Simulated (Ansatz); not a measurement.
Effect of isotropic strain −2.50 % on Ba

Take Ba in the bcc (W type) structure (space group Im-3m, No. 229; a = 5.024 Å; relaxed with 0.1 eV smearing) as the base.

One thing is altered: the cell is scaled by 0.9750 in all directions, atoms relaxed at fixed cell.

All numbers come from PBE (Ansatz, a quantum-chemistry and plane-wave program), scalar-relativistic without spin-orbit coupling. k-mesh 19×19×19 (Γ-centred); smearing 0.1 eV (Fermi–Dirac).

```tsv
quantity	base	changed	shift
volume per atom	63.41 Å³	58.77 Å³	-4.64 Å³
space group	Im-3m (No. 229)	Im-3m (No. 229)	–
shortest interatomic distance	435.1 pm	424.2 pm	-10.9 pm
energy relative to the base (free energy F)	0 meV/atom	+10 meV/atom	+10 meV/atom
pressure	0.0 GPa	0.7 GPa	+0.7 GPa
band gap	zero	zero	–
```

Final structure:

```
Ba
1.0
   -2.44926     2.44926     2.44926
    2.44926    -2.44926     2.44926
    2.44926     2.44926    -2.44926
Ba
1
Direct
  0.00000   0.00000   0.00000
```

No phonon test of stability was made.
